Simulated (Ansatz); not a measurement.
Results of PBE in Ansatz (PAW) for cubic perovskite CsSnI3 (cubic high-temperature phase).

Settings: plane-wave cutoff 520 eV, 6×6×6 k mesh, Fermi–Dirac smearing 0.01 eV, scalar-relativistic PAW data made under PBE.

Response to compression and expansion:

```json
[
 {"V (Å³/atom)": "46.691", "P (GPa)": "1.10", "direct gap at Γ (eV)": "4.399", "smallest gap on the k mesh (eV)": "0.207"},
 {"V (Å³/atom)": "47.684", "P (GPa)": "0.69", "direct gap at Γ (eV)": "4.370", "smallest gap on the k mesh (eV)": "0.303"},
 {"V (Å³/atom)": "48.678", "P (GPa)": "0.33", "direct gap at Γ (eV)": "4.342", "smallest gap on the k mesh (eV)": "0.394"},
 {"V (Å³/atom)": "49.671", "P (GPa)": "0.00", "direct gap at Γ (eV)": "4.315", "smallest gap on the k mesh (eV)": "0.480"},
 {"V (Å³/atom)": "50.664", "P (GPa)": "-0.29", "direct gap at Γ (eV)": "4.290", "smallest gap on the k mesh (eV)": "0.561"},
 {"V (Å³/atom)": "51.658", "P (GPa)": "-0.55", "direct gap at Γ (eV)": "4.265", "smallest gap on the k mesh (eV)": "0.636"},
 {"V (Å³/atom)": "52.651", "P (GPa)": "-0.79", "direct gap at Γ (eV)": "4.242", "smallest gap on the k mesh (eV)": "0.707"}
]
```

The fundamental gap (0.48 eV at the equilibrium volume, with added k points) lies elsewhere than Γ–Γ.

Note: the relaxation could not lower the start's symmetry, so the cell can be a saddle point above a distorted one.

Spin–orbit coupling is not included; with these elements it can move the gap by several tenths of an eV or more.

Ansatz is an electronic-structure program.
